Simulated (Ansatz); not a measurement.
An Ansatz (an electronic-structure program) input (r2SCAN (Ansatz), without spin-orbit coupling, earlier PAW set):

Ansatz 0.2 input:
```yaml
crystal:
  lattice:
    - [3.8891794897, 0, 0]
    - [0, 3.8891794897, 0]
    - [1.9445897449, -1.9445897449, 2.8741410612]
  atoms:
    - { symbol: As, position: [0.25, 0.25, 0.5] }
    - { symbol: Ga, position: [0, 0, 0] }
basis: { ecutwfc: 500, ecutrho_ratio: 4, xc_grid: 4, fft_grid_basis: typed }
kpoints: { mp_grid: { grid: [10, 10, 10] } }
hamiltonian:
  xc: r2scan
  dispersion: none
  pseudopotentials: { azcp: { folder: ./paw }, kind: paw }
scf: { occupations: { method: fermi_dirac, width: 0.05 } }
relax: { f_tol: 0.005, max_steps: 50, cell: { stress_tol: 0.01, fix: [a, b, gamma] } }
output: { forces: true, stress: true }
checkpoint: { write: state.ck, write_every: 1000 }
```

Which symmetry and how many k-points will the program report, and about how many plane waves at Γ?

Space group I-4m2 (ITA 119) with 8 operations, k-points 102 of 1000, and 1115 plane waves at Γ.

And the final pressure?

2.71 GPa (compression positive).

The cells carry an imposed strain or load. Stability against distortions was not tested. The cell was made from GaAs in the zinc blende structure (space group F-43m, No. 216) by this change: biaxial strain −2.92 %, plane normal [001], relaxed out of plane.
